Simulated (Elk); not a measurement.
A self-consistent single point of Zn (P6_3/mmc, 2 atoms in the cell) with Elk.

Method of the run: LDA (PW92), all-electron FP-LAPW, Elk's shipped species files, APW+lo basis with extra local orbitals run with Elk.

```
Zn
1.0
    1.33000    -2.30363     0.00000
    1.33000     2.30363     0.00000
    0.00000     0.00000     4.95000
Zn
2
Direct
  0.33333   0.66667   0.25000
  0.66667   0.33333   0.75000
```

Reference input (self-consistent single point, DFT, PBE, all-electron FP-LAPW, Elk's shipped species files, APW+lo basis with extra local orbitals): xctype = 20; rgkmax = 7.5; swidth = 0.00183747 Ha; ngridk = 14 14 7; gmaxvr = 16 1/bohr; nxlo = 2; lorbcnd = true; rmtscf = 0.98; lmaxi = 2; maxscl = 100. This run's input differs from it in these lines:

```diff
@@ -2,5 +2,2 @@
   0
-
-xctype
-  20
```

Log, with long lists cut:

```
│ Self-consistent loop started │
│ Loop number : 1 │
 total energy                :     -3582.83721122
│ Loop number : 2 │
 total energy                :     -3583.11454823
RMS change in Kohn-Sham potential (target) :   0.1096909625     (  0.1000000000E-05)
Absolute change in total energy (target)   :   0.2773370168     (  0.1000000000E-03)
│ Loop number : 3 │
 total energy                :     -3585.29718131
RMS change in Kohn-Sham potential (target) :   0.6361841690E-01 (  0.1000000000E-05)
Absolute change in total energy (target)   :    2.251967336     (  0.1000000000E-03)
│ Loop number : 4 │
   [... lines left out ...]
Absolute change in total energy (target)   :   0.3184476944E-02 (  0.1000000000E-03)
│ Loop number : 12 │
 total energy                :     -3586.88175114
RMS change in Kohn-Sham potential (target) :   0.4002905578E-05 (  0.1000000000E-05)
Absolute change in total energy (target)   :   0.7404916414E-03 (  0.1000000000E-03)
│ Loop number : 13 │
 total energy                :     -3586.88160788
RMS change in Kohn-Sham potential (target) :   0.8140104624E-07 (  0.1000000000E-05)
Absolute change in total energy (target)   :   0.4186726801E-04 (  0.1000000000E-03)
Convergence targets achieved

│ Loop number : 14 │

Energies :
 Fermi                       :     0.225276526898
 total energy                :     -3586.88160963

Density of states at Fermi energy :    17.77653941
 (states/Hartree/unit cell)

Estimated indirect band gap :   0.1364090512E-02
 from k-point     42 to k-point     16
Estimated direct band gap   :   0.4113749802E-01
 at k-point     16

Charges :
 core                        :    24.00000000
 valence                     :    36.00000000
 interstitial                :    2.308911389
 muffin-tins (core leakage)
  species :    1 (Zn)
   atom    1                 :    28.84554431     (  0.1126670706E-03)
   atom    2                 :    28.84554431     (  0.1126670706E-03)
 total in muffin-tins        :    57.69108861
 total calculated charge     :    59.98287478
 total charge                :    60.00000000
 error                       :   0.1712522081E-01

│ Self-consistent loop stopped │
```

The run converged in 14 iterations. The count includes the last loop, which Elk runs after its targets are met. 

The starting cell has typed, rounded lattice constants, without a prior relaxation at this level. Values depend on the basis (sphere radii, cutoffs, local orbitals), which need not be converged. The log's line on a gap gives a spacing of levels on this mesh, which the program prints for metals too.
